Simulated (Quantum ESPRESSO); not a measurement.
## How a calculation on Y3Mg (Pm-3m, 4 atoms in the cell) responds to its settings

```
CELL_PARAMETERS angstrom
      4.88409     0.00000     0.00000
      0.00000     4.88409     0.00000
      0.00000     0.00000     4.88409
ATOMIC_POSITIONS crystal
  Y  0.50000 0.50000 0.00000
  Y  0.00000 0.50000 0.50000
  Y  0.50000 0.00000 0.50000
  Mg 0.00000 0.00000 0.00000
```

Base run A: Quantum ESPRESSO with PBEsol, SSSP 1.1.2 efficiency (PBE) pseudopotentials, self-consistent single point.

Its settings: ecutwfc = 40 Ry; ecutrho = 320 Ry; occupations = smearing; smearing = gauss; degauss = 0.0073499 Ry; input_dft = pbesol; potentials = {Y: Y_pbe_v1.uspp.F.UPF, Mg: Mg.pbe-n-kjpaw_psl.0.3.0.UPF}; K_POINTS = automatic 6 6 6 1 1 1; conv_thr = 1e-10 Ry; mixing_beta = 0.7.

The starting cell comes from a database of computed structures (which also holds hypothetical and non-ambient phases and stackings), without a prior relaxation at this level. Its lattice was rescaled by a random factor within 2.5 % of one.

ΔF is the free energy per atom less that of run A. 

```csv
run,mixing_beta,ΔF (meV/atom),pressure (GPa),iterations
A,0.7,0.00,-0.52,9
B,0.05,0.00,-0.52,29
C,0.1,0.00,-0.51,15
D,0.2,0.00,-0.52,12
E,0.3,0.00,-0.51,12
F,0.4,0.00,-0.52,11
G,0.5,0.00,-0.52,10
H,0.6,0.00,-0.51,9
I,0.8,0.00,-0.52,8
J,0.9,0.00,-0.52,9
```

Runs B, C, D, E, F, G, H, I, J gave the same state as A (within 1 meV/atom). The fewest iterations to that state were 8 (I); the most were 29.
